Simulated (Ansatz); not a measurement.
For LuAlN₂ (model structure, started from the ScAlN2 type, P3m1, No. 156, 4 atoms in the cell), PBE (Ansatz, a program for electronic structure, plane waves, PAW) gives:

| Property | Value |
|---|---|
| equilibrium lattice constant a | 3.425 Å |
| lattice parameter c | 5.416 Å |
| bulk modulus B0 | 141 GPa |
| cohesive energy | 5.81 eV/atom |
| band gap | 2.03 eV |

Problem. What does r²SCAN (plane waves, PAW; Ansatz) give for the same quantities?

Solution. 
- lattice constant a: 3.399 Å (decreases by 0.8 %)
- lattice parameter c: 5.382 Å (shrinks by 0.6 %)
- bulk modulus: 154 GPa (grows by 9.2 %)
- cohesive energy: 5.90 eV/atom (rises by 0.09 eV/atom)
- band gap: 2.59 eV (goes up by 0.56 eV)

Changes are worked out from the printed values.

Unless a cell is named, each level is at its own relaxed cell (PBE 13.76, r²SCAN 13.47 Å³/atom).

Levels without +SOC leave out spin–orbit coupling, which shifts energies and cells of such heavy elements.

Spin–orbit coupling is included only where a level's name says +SOC; with heavier elements it mostly lowers gaps and can invert bands. Density-functional gaps are differences of (generalised) Kohn–Sham levels.

Caveats: the bulk modulus is −V dP/dV from two relaxed cells at ±2 % in volume (PBE, r²SCAN). Ansatz's density-functional and Hartree–Fock values are scalar-relativistic unless marked +SOC, with PAW data made under PBE.

A model structure was made by putting elements into a prototype or built by hand; it is no filed structure, need not be a known phase, and can be a saddle point held by its symmetry.
